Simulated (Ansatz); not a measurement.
SnSe: pressure series

Start from SnSe in the GeS type structure (space group Pnma, No. 62; a = 11.536 Å, b = 4.121 Å, c = 4.578 Å; layered, stacked along the Cartesian x axis).

Cell and atoms are relaxed at each pressure.

Levels (all Ansatz, a quantum-chemistry and plane-wave program, PAW): r2SCAN+rVV10 (500 eV, no spin-orbit coupling); HSE06 (420 eV, no SOC).

Band gaps by level, all at the geometries relaxed with r2SCAN+rVV10:

| case | r2SCAN+rVV10 | HSE06 |
|---|---|---|
| base | 0.89 eV | 1.05 eV |
| pressure 0.9 GPa | 0.79 eV | 0.94 eV |
| pressure 2.1 GPa | 0.67 eV | 0.83 eV |
| pressure 4.5 GPa | 0.31 eV | 0.51 eV |

Single points use the geometry relaxed with r2SCAN+rVV10. The hybrid gap comes from the SCF mesh plus the semilocal run's edge points and a few special points and is an upper bound. Load acts through the strain it causes; cell and atoms are relaxed under it. No phonon test of stability was made.
